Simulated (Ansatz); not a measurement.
This concerns the formation energy of H_i in Nb (bcc, Im-3m). Reaction: 54 Nb (bcc) + 1/2 H2 (gas) → cell A.

Cell A: a supercell of 54 sites of Nb (bcc, Im-3m) with H off the lattice sites (4 Nb at 1.92 Å); spin state with PBE: run without spin, k-point mesh 4×4×4.
```yaml
crystal:
  lattice:
    - [9.93441, 0.00000, 0.00000]
    - [0.00000, 9.93441, 0.00000]
    - [0.00000, 0.00000, 9.93441]
  atoms:
    - { symbol: Nb, position: [0.00000, 0.00023, 0.00009] }
    - { symbol: Nb, position: [0.16551, 0.16611, 0.16569] }
    - { symbol: Nb, position: [0.00000, 0.99970, 0.33359] }
    - { symbol: Nb, position: [0.16605, 0.16665, 0.49979] }
    - { symbol: Nb, position: [0.00000, 0.00044, 0.66614] }
    - { symbol: Nb, position: [0.16661, 0.16718, 0.83325] }
    - { symbol: Nb, position: [0.00000, 0.33333, 0.99880] }
    - { symbol: Nb, position: [0.16551, 0.50056, 0.16569] }
    - { symbol: Nb, position: [0.00000, 0.33333, 0.33261] }
    - { symbol: Nb, position: [0.16605, 0.50002, 0.49979] }
    - { symbol: Nb, position: [0.00000, 0.33333, 0.66627] }
    - { symbol: Nb, position: [0.16661, 0.49948, 0.83325] }
    - { symbol: Nb, position: [0.00000, 0.66644, 0.00009] }
    - { symbol: Nb, position: [0.16711, 0.83333, 0.16719] }
    - { symbol: Nb, position: [0.00000, 0.66697, 0.33359] }
    - { symbol: Nb, position: [0.16637, 0.83333, 0.49974] }
    - { symbol: Nb, position: [0.00000, 0.66623, 0.66614] }
    - { symbol: Nb, position: [0.16690, 0.83333, 0.83324] }
    - { symbol: Nb, position: [0.33385, 0.99995, 0.00009] }
    - { symbol: Nb, position: [0.50000, 0.16563, 0.16517] }
    - { symbol: Nb, position: [0.33331, 0.99939, 0.33354] }
    - { symbol: Nb, position: [0.50000, 0.16078, 0.50359] }
    - { symbol: Nb, position: [0.33278, 0.99884, 0.66764] }
    - { symbol: Nb, position: [0.50000, 0.16655, 0.83339] }
    - { symbol: Nb, position: [0.33322, 0.33333, 0.99994] }
    - { symbol: Nb, position: [0.50000, 0.50104, 0.16517] }
    - { symbol: Nb, position: [0.32745, 0.33333, 0.32975] }
    - { symbol: Nb, position: [0.50000, 0.50589, 0.50359] }
    - { symbol: Nb, position: [0.33230, 0.33333, 0.66816] }
    - { symbol: Nb, position: [0.50000, 0.50012, 0.83339] }
    - { symbol: Nb, position: [0.33385, 0.66672, 0.00009] }
    - { symbol: Nb, position: [0.50000, 0.83333, 0.16706] }
    - { symbol: Nb, position: [0.33331, 0.66728, 0.33354] }
    - { symbol: Nb, position: [0.50000, 0.83333, 0.50072] }
    - { symbol: Nb, position: [0.33278, 0.66782, 0.66764] }
    - { symbol: Nb, position: [0.50000, 0.83333, 0.83453] }
    - { symbol: Nb, position: [0.66615, 0.99995, 0.00009] }
    - { symbol: Nb, position: [0.83449, 0.16611, 0.16569] }
    - { symbol: Nb, position: [0.66669, 0.99939, 0.33354] }
    - { symbol: Nb, position: [0.83395, 0.16665, 0.49979] }
    - { symbol: Nb, position: [0.66722, 0.99884, 0.66764] }
    - { symbol: Nb, position: [0.83339, 0.16718, 0.83325] }
    - { symbol: Nb, position: [0.66678, 0.33333, 0.99994] }
    - { symbol: Nb, position: [0.83449, 0.50056, 0.16569] }
    - { symbol: Nb, position: [0.67255, 0.33333, 0.32975] }
    - { symbol: Nb, position: [0.83395, 0.50002, 0.49979] }
    - { symbol: Nb, position: [0.66770, 0.33333, 0.66816] }
    - { symbol: Nb, position: [0.83339, 0.49948, 0.83325] }
    - { symbol: Nb, position: [0.66615, 0.66672, 0.00009] }
    - { symbol: Nb, position: [0.83289, 0.83333, 0.16719] }
    - { symbol: Nb, position: [0.66669, 0.66728, 0.33354] }
    - { symbol: Nb, position: [0.83363, 0.83333, 0.49974] }
    - { symbol: Nb, position: [0.66722, 0.66782, 0.66764] }
    - { symbol: Nb, position: [0.83310, 0.83333, 0.83324] }
    - { symbol: H, position: [0.50000, 0.33333, 0.41667] }
```

Reference: Nb (bcc, Im-3m), 54 atoms in the cell, a perfect crystal on lattice vectors that match the other cells'; spin state with PBE: run without spin, k-point mesh 4×4×4 on the run's own vectors.

Reference: an isolated H2 molecule (singlet) in a box of 11 × 11 × 13 Å.

Plane-wave PAW calculations with Ansatz (a first-principles code), its PAW set soft_1, cutoff 420 eV. The structures are at rest with PBE, within the held lattices. Neutral cells; Fermi-Dirac smearing of at most 0.10 eV in the solids, energies taken to zero width. Larger cells are relaxed from a start prepared with the learned potential CHGNet, on a coarser mesh till forces fall under 0.03 eV/Å, which some starts already meet. A dispersion term (D3(BJ), or D4 for r2SCAN) was computed beside these levels and is taken off wherever the name lacks it. Nuclei at rest; no vibrational terms. The structures are the rest points that the relaxations reached, not proven lowest. No correction for cell size. Mesh and cell size may move defect energies by 0.1 eV or more. Cell A has symmetry P-4m2 and got no random move, so less symmetric positions, which may lie lower, weren't tried.

Task: Estimate the value that PBE returns for this input.

Result: -0.40 eV, for 54 Nb (bcc) + 1/2 H2 (gas) → cell A.
